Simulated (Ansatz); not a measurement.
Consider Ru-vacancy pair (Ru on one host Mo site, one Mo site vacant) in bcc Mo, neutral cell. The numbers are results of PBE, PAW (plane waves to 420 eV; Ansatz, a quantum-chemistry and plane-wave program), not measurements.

36-site cell at the relaxed PBE lattice, a 2×2×3 k-point mesh shifted by half a step, smearing 0.10 eV, spin-restricted, no finite-size correction. No zero-point or tunnelling terms. Forms of the defect that were not tried may lie lower.

Barriers: single points on a 3×3×5 k-point mesh shifted by half a step at the bands' geometries (they differ from the bands' own by up to 0.05 eV, and are uncertain by about as much).

Relaxed starting cell (atoms counted from 1):

```yaml
crystal:
  lattice:
    - [9.48245, 0.00000, 0.00000]
    - [0.00000, 9.48245, 0.00000]
    - [0.00000, 0.00000, 6.32164]
  atoms:
    - { symbol: Ru, position: [0.99908, 0.99946, 0.00181] }
    - { symbol: Mo, position: [0.99992, 0.00031, 0.49799] }
    - { symbol: Mo, position: [0.00064, 0.32919, 0.00355] }
    - { symbol: Mo, position: [0.00012, 0.33122, 0.50007] }
    - { symbol: Mo, position: [0.99988, 0.66777, 0.00098] }
    - { symbol: Mo, position: [0.00014, 0.66738, 0.50194] }
    - { symbol: Mo, position: [0.32875, 0.00102, 0.00356] }
    - { symbol: Mo, position: [0.33085, 0.00052, 0.50011] }
    - { symbol: Mo, position: [0.33145, 0.33184, 0.00141] }
    - { symbol: Mo, position: [0.33144, 0.33181, 0.49874] }
    - { symbol: Mo, position: [0.33212, 0.66681, 0.00139] }
    - { symbol: Mo, position: [0.33298, 0.66566, 0.50142] }
    - { symbol: Mo, position: [0.66740, 0.00026, 0.00099] }
    - { symbol: Mo, position: [0.66700, 0.00049, 0.50199] }
    - { symbol: Mo, position: [0.66645, 0.33248, 0.00139] }
    - { symbol: Mo, position: [0.66528, 0.33334, 0.50142] }
    - { symbol: Mo, position: [0.66609, 0.66646, 0.00338] }
    - { symbol: Mo, position: [0.66528, 0.66564, 0.50023] }
    - { symbol: Mo, position: [0.16683, 0.16724, 0.75070] }
    - { symbol: Mo, position: [0.16627, 0.49723, 0.25134] }
    - { symbol: Mo, position: [0.16628, 0.49861, 0.75152] }
    - { symbol: Mo, position: [0.16684, 0.83640, 0.25314] }
    - { symbol: Mo, position: [0.16757, 0.83451, 0.75082] }
    - { symbol: Mo, position: [0.49685, 0.16666, 0.25137] }
    - { symbol: Mo, position: [0.49825, 0.16670, 0.75157] }
    - { symbol: Mo, position: [0.49938, 0.49979, 0.25172] }
    - { symbol: Mo, position: [0.49843, 0.49885, 0.75134] }
    - { symbol: Mo, position: [0.49955, 0.83347, 0.25130] }
    - { symbol: Mo, position: [0.49852, 0.83482, 0.75207] }
    - { symbol: Mo, position: [0.83604, 0.16726, 0.25308] }
    - { symbol: Mo, position: [0.83413, 0.16798, 0.75088] }
    - { symbol: Mo, position: [0.83306, 0.49994, 0.25127] }
    - { symbol: Mo, position: [0.83440, 0.49892, 0.75205] }
    - { symbol: Mo, position: [0.83283, 0.83323, 0.25418] }
    - { symbol: Mo, position: [0.83509, 0.83553, 0.75166] }
```

End state 1 differs by these moves (Å; atoms that move under 0.08 Å are left out):

| atom | element | Δx | Δy | Δz |
|---|---|---|---|---|
| 1 | Ru | 1.59 | 1.59 | 1.57 |

### Question
What is the computed forward and backward barriers to end state 1 (PBE, PAW)?

### Answer
forward 0.92 eV, backward 0.92 eV; at the saddle point atom 1 has neighbours 4 Mo at 2.66, 2 Mo at 2.68, 5 Mo at 3.36, Mo at 3.37 Å. The saddle point's order was not checked, and it lies on a symmetry element of the cell, where a band can be held.

End state 2 differs by these moves (Å; atoms that move under 0.08 Å are left out):

| atom | element | Δx | Δy | Δz |
|---|---|---|---|---|
| 2 | Mo | 1.57 | 1.57 | -1.54 |

### Question
Estimate the forward and backward barriers to end state 2 that PBE, PAW returns for this input.

### Answer
forward 0.99 eV, backward 0.96 eV; at the saddle point atom 2 has neighbours 2 Mo at 2.63, 3 Mo at 2.75, Mo at 3.12, 2 Mo at 3.24; Ru at 2.65 Å. The saddle point's order was not checked, and it lies on a symmetry element of the cell, where a band can be held.
